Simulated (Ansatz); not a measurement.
The starting structures come from a database of crystals and need not be the phases stable at ambient conditions.

## Evanescent states of GaH4NF4 (I4/mcm, not sure to be the ambient phase, 20 atoms a cell, 9.1 Å³ an atom, -4 GPa at this level) along the normal of (110)

Method: r2SCAN (plane waves, PAW; Ansatz, a quantum-chemistry and plane-wave program).

The gap is the functional's own, uncorrected, and κ follows it; spin-orbit coupling is left out. Mid-gap values are interpolated between the computed energies.

Energies count from the valence-band top; κ is the least over a 6×6 mesh across the current.

```json
[
 {"E (eV)": "0.14", "κ (1/Å)": "0.294", "where": "Γ"},
 {"E (eV)": "0.42", "κ (1/Å)": "0.425", "where": "Γ"},
 {"E (eV)": "0.70", "κ (1/Å)": "0.461", "where": "Γ"},
 {"E (eV)": "0.98", "κ (1/Å)": "0.487", "where": "Γ"},
 {"E (eV)": "1.26", "κ (1/Å)": "0.505", "where": "Γ"},
 {"E (eV)": "1.54", "κ (1/Å)": "___", "where": "Γ"},
 {"E (eV)": "1.82", "κ (1/Å)": "___", "where": "Γ"},
 {"E (eV)": "2.10", "κ (1/Å)": "___", "where": "Γ"},
 {"E (eV)": "2.38", "κ (1/Å)": "___", "where": "Γ"},
 {"E (eV)": "2.66", "κ (1/Å)": "___", "where": "Γ"},
 {"E (eV)": "2.94", "κ (1/Å)": "___", "where": "Γ"},
 {"E (eV)": "3.22", "κ (1/Å)": "___", "where": "Γ"},
 {"E (eV)": "3.50", "κ (1/Å)": "___", "where": "Γ"},
 {"E (eV)": "3.78", "κ (1/Å)": "___", "where": "Γ"},
 {"E (eV)": "4.06", "κ (1/Å)": "___", "where": "Γ"},
 {"E (eV)": "4.34", "κ (1/Å)": "___", "where": "Γ"},
 {"E (eV)": "4.62", "κ (1/Å)": "___", "where": "Γ"},
 {"E (eV)": "4.90", "κ (1/Å)": "0.371", "where": "Γ"},
 {"E (eV)": "5.18", "κ (1/Å)": "0.330", "where": "Γ"},
 {"E (eV)": "5.46", "κ (1/Å)": "0.279", "where": "Γ"},
 {"E (eV)": "5.74", "κ (1/Å)": "0.210", "where": "Γ"},
 {"E (eV)": "6.02", "κ (1/Å)": "0.087", "where": "Γ"}
]
```

**Question.** Complete the blanks.

**Answer.** 
- 1.54, κ (1/Å): 0.517
- 1.82, κ (1/Å): 0.524
- 2.10, κ (1/Å): 0.527
- 2.38, κ (1/Å): 0.527
- 2.66, κ (1/Å): 0.523
- 2.94, κ (1/Å): 0.516
- 3.22, κ (1/Å): 0.506
- 3.50, κ (1/Å): 0.493
- 3.78, κ (1/Å): 0.477
- 4.06, κ (1/Å): 0.457
- 4.34, κ (1/Å): 0.433
- 4.62, κ (1/Å): 0.405
